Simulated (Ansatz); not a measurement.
Surface dipole of Cl on the unreconstructed (110) surface of bcc W against coverage, at the site 'hollow W-W-W', the lowest in the largest cell among the sites where it stayed whole and in place in three cells or more (slabs this thin don't tell apart sites within some 0.05 eV). Each cell holds one Cl; the change of the work function counts from the clean slab in the same cell, the adsorption energy from ½ Cl2(g) (no zero-point or thermal terms).

Calculation: PBE (plane waves to 420 eV, PAW; Ansatz, a first-principles code).

Slabs of 4 planes (6.6 Å), the lower half held, dipole-corrected, Fermi-Dirac smearing 0.1 eV, no spin-orbit coupling.

| area an adsorbate A (Å²) | k-mesh | Δφ (eV) | E_ads (eV) | height (Å) | moment of the cell (μB) |
|---|---|---|---|---|---|
| 64.5 | 4x4 | -0.20 | -2.65 | 1.93 | no spin |
| 28.7 | 6x6 | -0.38 | -2.62 | 1.94 | no spin |
| 14.3 | 6x12 | -0.63 | -2.08 | 1.89 | no spin |
| 7.2 | 12x12 | -0.81 | -1.29 | 1.92 | no spin |

**Question.** Work out the dipole that each adsorbate adds along the outward normal, from the Helmholtz relation, and say how it changes with coverage.

**Answer.** A sheet of dipoles p at n = 1/A per area shifts the vacuum level, Δφ = −e n p/ε₀, so p = −ε₀ A Δφ/e with ε₀ = 0.005526 e/(V·Å) and 1 e·Å = 4.803 D. A = 64.5 Å²: p = 0.071 e·Å = 0.34 D. A = 28.7 Å²: p = 0.060 e·Å = 0.29 D. A = 14.3 Å²: p = 0.050 e·Å = 0.24 D. A = 7.2 Å²: p = 0.032 e·Å = 0.15 D. The dipole points out of the surface at the lowest coverage (positive end outward, lowering the work function) and keeps 45 % of that size in the densest layer.

Depolarisation. In Topping's model the dipoles weaken each other as p = p₀/(1 + κ α n^(3/2)), with κ near 9 for a square net and 11 × (√3/2)^(3/2) ≈ 8.9 for a triangular one, so 1/p is a line in n^(3/2). The least-squares line through the cells n × n (rows such as 2 × 1 have another κ) gives p₀ = 0.35 D and α = 2.7 Å³ (κ = 9); it meets the rows within 3 %, with 3 points for two parameters, which is no strong test.

Binding. From the thinnest to the densest layer E_ads moves by 1.37 eV: binding is weaker in the densest layer. The slabs are thin and the meshes differ from cell to cell, which leaves some hundredths of an eV open.
